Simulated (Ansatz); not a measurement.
System: CsCl-type NiAl. Method: r²SCAN (PAW; Ansatz, an electronic-structure program).

Settings: plane-wave cutoff 560 eV, 20×20×20 k mesh, Fermi–Dirac smearing 0.05 eV, no spin polarisation, scalar-relativistic PAW data made under PBE.

Computed at the level's own relaxed cell.

Question: Give the computed volume per atom, bulk modulus B0, lattice parameter a and pressure derivative B′ of the bulk modulus.

Answer: 
* **volume per atom**: 11.74 Å³/atom
* **bulk modulus B0**: 176 GPa
* **lattice parameter a**: 2.863 Å
* **pressure derivative B′ of the bulk modulus**: 4.3

The run finds no gap.

Measured, for comparison: equilibrium volume per atom 11.97 Å³/atom, lattice constant a 2.882 Å (extrapolated to 0 K, zero-point anharmonic expansion removed (Haas, Tran, Blaha 2009); as tabulated in Levämäki et al. (2014), arXiv:1402.3671); bulk modulus 156 GPa (room temperature, no zero-point or thermal correction; as tabulated in Yamada et al. (2019), arXiv:1910.09660). Computed (rounded) less measured: equilibrium volume per atom -1.9 %, bulk modulus +13 %, lattice constant a -0.7 %.

Static lattice: no zero-point or thermal effects.

It cost very roughly 110 core-seconds of CPU time.
